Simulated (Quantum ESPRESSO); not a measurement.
**Sensitivity of a calculation on Sr4RuN4 (P-1, 18 atoms in the cell) to its settings**

```cif
data_N8Ru2Sr8
_chemical_formula_sum 'Sr8 Ru2 N8'
_space_group_name_H-M_alt 'P-1'
_space_group_IT_number 2
_space_group_name_Hall '-P 1'
_cell_length_a 6.39046
_cell_length_b 6.47250
_cell_length_c 9.02165
_cell_angle_alpha 71.259
_cell_angle_beta 80.727
_cell_angle_gamma 69.781
loop_
_atom_site_label
_atom_site_type_symbol
_atom_site_symmetry_multiplicity
_atom_site_Wyckoff_symbol
_atom_site_fract_x
_atom_site_fract_y
_atom_site_fract_z
_atom_site_occupancy
Sr1 Sr 2 i 0.21799 0.42799 0.85427 1
Sr2 Sr 2 i 0.27336 0.80249 0.03087 1
Sr3 Sr 2 i 0.26728 0.50022 0.43585 1
Sr4 Sr 2 i 0.78307 0.04568 0.37848 1
Ru1 Ru 2 i 0.28233 0.14708 0.24365 1
N1 N 2 i 0.02030 0.30744 0.38016 1
N2 N 2 i 0.04352 0.17667 0.10836 1
N3 N 2 i 0.45231 0.36259 0.19287 1
N4 N 2 i 0.53681 0.14913 0.66742 1
```

Base run A: PBEsol, GBRV 1.5 ultrasoft (PBESOL) pseudopotentials in Quantum ESPRESSO, self-consistent single point.

Its settings: ecutwfc = 40 Ry; ecutrho = 320 Ry; occupations = smearing; smearing = methfessel-paxton; degauss = 0.0036749 Ry; potentials = {Sr: sr_pbesol_v1.uspp.F.UPF, Ru: ru_pbesol_v1.2.uspp.F.UPF, N: n_pbesol_v1.2.uspp.F.UPF}; K_POINTS = automatic 3 3 2 1 1 1; conv_thr = 1e-10 Ry.

The starting cell comes from a database of computed structures (which also holds hypothetical and non-ambient phases and stackings), without a prior relaxation at this level. Spin polarisation is off. In the base run, with a pressure of about -4 GPa the cell is away from its equilibrium volume at this level. The shifted mesh does not hold Γ, so a gap read on it misses any band edge there.

ΔF is the free energy per atom less that of run A. A dash stands where there is no value to compare (another energy zero or no entropy term, no result, no spin, no clean gap, or a mesh too coarse for one). Absolute energies have different zeros for different potentials, functionals, Hubbard and dispersion terms and are not compared across them.

Runs:
- B: nosym: default → true
- C: degauss: 0.0036749 Ry → 0.02205 Ry
- D: conv_thr: 1e-10 Ry → 7.3e-12 Ry
- E: ecutwfc: 40 Ry → 36 Ry; ecutrho: 320 Ry → 288 Ry
- F: HUBBARD: default → ortho-atomic; U Ru-4d 5 eV [PBEsol+U]

| run | ΔF (meV/atom) | pressure (GPa) | largest force (eV/Å) | gap on the mesh (eV) |
|---|---|---|---|---|
| A | 0.00 | -4.49 | 0.597 | 0.084 |
| B | 0.00 | -4.49 | 0.597 | 0.084 |
| C | 1.22 | -4.49 | 0.598 | – |
| D | 0.00 | -4.49 | 0.597 | 0.084 |
| E | 3.6 | -4.82 | 0.589 | 0.084 |
| F | – | -3.53 | 0.306 | 0.523 |

Run C against A: The free energy rises by 1.2 meV/atom, the pressure stays at -4.49 GPa and the largest force hardly changes (0.597 to 0.598 eV/Å).

Run F against A: The pressure goes from -4.49 to -3.53 GPa, the largest force goes from 0.597 to 0.306 eV/Å and the gap on the mesh goes from 0.084 to 0.523 eV.
